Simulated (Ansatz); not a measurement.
We consider AlZnInO4 (model structure, started from the InGaZnO4 type, R3m, No. 160, 7 atoms in the cell), described by PBE (Ansatz, an electronic-structure program, plane waves, PAW).

Run with plane-wave cutoff 520 eV, 12×12×12 k mesh, Fermi–Dirac smearing 0.01 eV, scalar-relativistic PAW data made under PBE.

Cell (relaxed at this level):

```
CELL_PARAMETERS angstrom
      1.64600     0.95032     8.64084
     -1.64600     0.95032     8.64084
      0.00000    -1.90064     8.64084
ATOMIC_POSITIONS crystal
  In 0.99549 0.99549 0.99549
  Al 0.21288 0.21288 0.21288
  Zn 0.78167 0.78167 0.78167
  O  0.13957 0.13957 0.13957
  O  0.87958 0.87958 0.87958
  O  0.28597 0.28597 0.28597
  O  0.70486 0.70486 0.70486
```

### Question
Predict the band gap and bulk modulus.

### Answer

- band gap: 1.77 eV (on the SCF k mesh)
- bulk modulus: 164 GPa

Note: the bulk modulus is −V dP/dV from two relaxed cells at ±2 % in volume; the relaxation could raise the start's symmetry but not lower it, so the cell can be a saddle point.

Spin–orbit coupling is not included.

The computed numbers hold no vibrational or temperature effects.

Cost on a shared machine: roughly 9 core-minutes.

A model structure was made by putting elements into a prototype or built by hand; it is no filed structure, need not be a known phase, and can be a saddle point held by its symmetry.
